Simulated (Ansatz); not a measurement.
Response to strain in Ge

Start from Ge in the diamond structure (space group Fd-3m, No. 227; a = 5.675 Å). Axes: x, y, z lie along the cube axes.

Strains are applied to the cell and any free atomic positions relax; under biaxial strain the out-of-plane vector relaxes too.

Method: DFT with r2SCAN, PAW potentials and a 500 eV plane-wave cutoff in Ansatz (a first-principles code), spin-orbit coupling left out.

Candidates:
(a) biaxial strain +1.04 %, plane normal [001], relaxed out of plane
(b) isotropic strain −0.27 %
(c) uniaxial strain ε_xx = +4.28 %

Notes on the quantities. energy relative to the base: free energy F.

Question: Order them by energy relative to the base, lowest first.

Answer: (b) isotropic strain −0.27 % (+0.3 meV/atom), (a) biaxial strain +1.04 %, plane normal [001], relaxed out of plane (+2.1 meV/atom), (c) uniaxial strain ε_xx = +4.28 % (+16 meV/atom)

A case with no gap was solved on a k-mesh chosen for an insulator, which is coarse for it. Whether these cells are dynamically stable was not tested.
